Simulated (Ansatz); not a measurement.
Base system: Zr in the hcp (Mg type) structure (space group P6_3/mmc, No. 194; a = 3.1438 Å, c = 5.0928 Å; relaxed with 0.1 eV smearing).

Calculations: Ansatz (a first-principles code) LDA, scalar-relativistic without spin-orbit coupling.

Strains are applied to the cell and any free atomic positions relax.

One change was made to it. Results:

| quantity | base | after |
|---|---|---|
| energy relative to the base (free energy F) | 0 meV/atom | +27 meV/atom |
| pressure (mean of the normal stresses, compression positive) | 0.0 GPa | 6.9 GPa |

Task: What was done to the base?
A) isotropic strain +2.50 %
B) isotropic strain −2.00 %
C) isotropic strain −0.50 %
D) isotropic strain +0.50 %

Result: B, isotropic strain −2.00 %. For comparison, the energy relative to the base in the other runs: isotropic strain −0.50 % gives +1.6 meV/atom; isotropic strain +0.50 % gives +1.6 meV/atom; isotropic strain +2.50 % gives +38 meV/atom.

No phonon test of stability was made. All final runs are without spin polarisation.
